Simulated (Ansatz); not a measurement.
The parent structure is Nb in the bcc (W type) structure (space group Im-3m, No. 229; a = 3.2713 Å). Axes: x, y, z lie along the cube axes.

Calculations: PBEsol/PAW in Ansatz (a program for electronic structure), scalar-relativistic without spin-orbit coupling.

Modification: every lattice vector is stretched by 2.07 %; the atoms relax in the strained cell.

Predict the stress tensor and what it implies for the stiffness.

Stress of the strained cell less that of the base (GPa, compression positive):
```
  -10.0     0.0     0.0
    0.0   -10.0     0.0
    0.0     0.0   -10.0
```

Then B = −ΔP/(ΔV/V₀) with ΔV/V₀ = 0.0634 gives secant stiffness values (nonlinear terms included at this strain): B ≈ 157 GPa.

As a check, the harmonic strain energy −½ V₀ Δσ:ε is 34 meV/atom; the computed energy rise is 36 meV/atom.

Stability against distortions was not tested. The final runs are not spin-polarised.
